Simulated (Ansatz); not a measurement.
The starting structures come from a database of crystals and need not be the phases stable at ambient conditions.

By PBEsol, the system below comes out a metal.

A figure of merit of an interconnect metal is its ballistic conductance per area.

Given:

```
CdTe
1.0
    4.35576     0.00000     0.00000
   -0.04146     4.35556     0.00000
    0.00000     0.00000     6.09065
Cd Te
2 2
Direct
  0.72297   0.27703   0.75000
  0.27703   0.72297   0.25000
  0.23386   0.76614   0.75000
  0.76614   0.23386   0.25000
```

The cell is taken as given; by PBEsol it stands under a pressure of -3.2 GPa.

The current flows along the normal of the first two printed cell vectors. No spin-orbit coupling; the value is a mean over 0.1 eV about the Fermi level.

Question: Estimate the ballistic conductance per area that PBEsol (Ansatz, a program for electronic structure) returns for this system.

Answer: 0.34 × 10¹⁵ S/m² for both spins.
